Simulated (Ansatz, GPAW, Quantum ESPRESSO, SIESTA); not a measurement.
**Code comparison for In2Au3 (P-3m1, 5 atoms in the cell)**

Self-consistent single point.

```yaml
crystal:
  lattice:
    - [4.57401, 0.00000, 0.00000]
    - [-2.28700, 3.96121, 0.00000]
    - [0.00000, 0.00000, 5.68874]
  atoms:
    - { symbol: In, position: [0.66667, 0.33333, 0.32167] }
    - { symbol: In, position: [0.33333, 0.66667, 0.67833] }
    - { symbol: Au, position: [0.66667, 0.33333, 0.80654] }
    - { symbol: Au, position: [0.33333, 0.66667, 0.19346] }
    - { symbol: Au, position: [0.00000, 0.00000, 0.00000] }
```

Shared settings, as Ansatz (a program for electronic structure) writes them: kpoints.mp_grid.grid = 7 7 5; scf.occupations.method = gaussian; scf.occupations.width = 0.136 eV. Potentials and cutoffs stand in the table.

| code | model | pressure (GPa) | largest force (eV/Å) | cutoff |
|---|---|---|---|---|
| SIESTA | LDA PW92, numerical atomic orbitals DZP, PseudoDojo LDA standard norm-conserving potentials (rewritten from UPF to PSML) | -4.02 | 0.268 | grid 400 Ry |
| Quantum ESPRESSO | LDA (PZ), GBRV 1.5 ultrasoft (LDA) pseudopotentials | -3.58 | 0.052 | 40 Ry |
| GPAW | LDA (Perdew-Wang 92), GPAW PAW datasets LDA (gpaw-data 1.0.1) | -2.18 | 0.022 | 600 eV |
| Ansatz | LDA (PW92), PAW files made with PBE | -2.70 | 0.052 | 420 eV |

Size of the force on each atom (eV/Å): Sizes of forces hide their directions.

```csv
code,In1,In2,Au3,Au4,Au5
SIESTA,0.249,0.249,0.268,0.268,0.000
Quantum ESPRESSO,0.052,0.052,0.051,0.051,0.000
GPAW,0.021,0.021,0.022,0.022,0.000
Ansatz,0.042,0.042,0.052,0.052,0.000
```

On Ansatz's run: spin-orbit coupling is off.

The spread over the programs that give each value: pressure within 1.84 GPa; largest force within 0.246 eV/Å.

SIESTA uses small atom-centred bases, whose incompleteness enters pressures, forces and empty levels differently from a plane-wave cutoff. Ansatz's pressure is given at a fixed set of plane waves, as the other plane-wave codes print theirs; with its correction for the finite basis it is -2.67 GPa. The same LDA comes in different parametrisations, which differ slightly. In the pressure, SIESTA (by 1.32) lies more than 1 GPa from the median of the plane-wave programs. In the force vectors, SIESTA (by 0.217) lies more than 0.08 eV/Å from the median of the plane-wave programs.

The starting cell comes from a database of computed structures (which also holds hypothetical and non-ambient phases and stackings), without a prior relaxation at this level. Its lattice was rescaled by a random factor within 2.5 % of one.

Left out of this page: Elk (not drawn, or without a comparable value); FLEUR (with a known weakness of the program).

Keys are those of Ansatz 0.2.
